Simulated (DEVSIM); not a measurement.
Structure: Schottky contact on p-type InP, at 300 K.

```csv
layer (left to right),material,thickness (μm),Na (cm⁻³),τn (s),τp (s)
1,InP,0.360,1.5e16,1.2e-8,1.2e-8
```

Left contact: Schottky, work function 4.814 eV, emission velocity 5e6 cm/s. Right contact: ohmic. Voltage is applied to the left contact. Recombination: SRH at mid-gap, radiative, Auger. Mobility is constant in doping.

The device is made up for the run: typed textbook-type constants, with dimensions and the other settings drawn at random. Values at 300 K; Nc and Nv go as T^1.5, mobilities as T to minus their exponent, the gap by Varshni's rule with the affinity fixed.

| parameter | InP |
|---|---|
| gap (eV) | 1.344 |
| affinity (eV) | 4.38 |
| permittivity | 12.5 |
| Nc (cm⁻³) | 5.7e17 |
| Nv (cm⁻³) | 1.1e19 |
| μn (cm²/Vs) | 5200 |
| μp (cm²/Vs) | 170 |
| T exponent of μn | 2 |
| T exponent of μp | 2 |
| B (cm³/s) | 1.2e-10 |
| Cn (cm⁶/s) | 9e-31 |
| Cp (cm⁶/s) | 9e-31 |
| Varshni α (eV/K) | 0.000363 |
| Varshni β (K) | 162 |

Model (solved in DEVSIM): 1D drift-diffusion, Boltzmann statistics, complete ionisation; no tunnelling, impact ionisation, image-force lowering or self-heating. Metal contacts follow the ideal Schottky-Mott rule: no Fermi-level pinning, no interface dipoles.

The temperature was swept, all else fixed.

```json
[
 {"temperature (K)": "250", "potential step across the device at zero bias (V)": "0.789", "dark forward voltage at 1 A/cm² (V)": "0.600", "largest field in the device at zero bias (V/cm)": "58000", "dark forward voltage at 100 A/cm² (V)": "0.713"},
 {"temperature (K)": "300", "potential step across the device at zero bias (V)": "0.739", "dark forward voltage at 1 A/cm² (V)": "0.516", "largest field in the device at zero bias (V/cm)": "56000", "dark forward voltage at 100 A/cm² (V)": "0.653"},
 {"temperature (K)": "350", "potential step across the device at zero bias (V)": "0.688", "dark forward voltage at 1 A/cm² (V)": "0.431", "largest field in the device at zero bias (V/cm)": "53000", "dark forward voltage at 100 A/cm² (V)": "0.594"},
 {"temperature (K)": "400", "potential step across the device at zero bias (V)": "0.635", "dark forward voltage at 1 A/cm² (V)": "0.346", "largest field in the device at zero bias (V/cm)": "51000", "dark forward voltage at 100 A/cm² (V)": "0.536"},
 {"temperature (K)": "450", "potential step across the device at zero bias (V)": "0.581", "dark forward voltage at 1 A/cm² (V)": "0.260", "largest field in the device at zero bias (V/cm)": "48000", "dark forward voltage at 100 A/cm² (V)": "0.478"},
 {"temperature (K)": "500", "potential step across the device at zero bias (V)": "0.526", "dark forward voltage at 1 A/cm² (V)": "0.176", "largest field in the device at zero bias (V/cm)": "46000", "dark forward voltage at 100 A/cm² (V)": "0.419"}
]
```

From the first row to the last the potential step across the device at zero bias goes from 0.789 to 0.526. From the first row to the last the dark forward voltage at 1 A/cm² goes from 0.600 to 0.176.
